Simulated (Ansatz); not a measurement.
Results of PBEsol (Ansatz, a first-principles code, plane waves, PAW) for Ag2S (within 0.1 Å of Cmcm, No. 63, 6 atoms in the cell; start mp-36216; a measured phase of this formula has another space group).

Numerical settings: plane-wave cutoff 520 eV, 10×10×6 k mesh (along the axes of the cell as run), Fermi–Dirac smearing 0.01 eV, no spin polarisation, scalar-relativistic PAW data made under PBE.

Cell (relaxed at this level):

```yaml
crystal:
  lattice:
    - [3.46631, -2.32650, 0.00396]
    - [3.46631, 2.32650, 0.00396]
    - [-0.00558, 0.00000, 7.21199]
  atoms:
    - { symbol: Ag, position: [0.99870, 0.99870, 0.50065] }
    - { symbol: Ag, position: [0.60523, 0.60523, 0.25034] }
    - { symbol: Ag, position: [0.39174, 0.39174, 0.75040] }
    - { symbol: Ag, position: [0.99830, 0.99830, 0.00063] }
    - { symbol: S, position: [0.77160, 0.77160, 0.75053] }
    - { symbol: S, position: [0.22537, 0.22537, 0.25042] }
```

Problem. Predict the band gap.

Solution. 
band gap: 0.95 eV

Spin–orbit coupling is not included.

Computed values are for the static lattice.

Computing time: about 80 core-seconds (a rough figure).

A start named mp-… is a Materials Project structure, which need not be a measured phase.
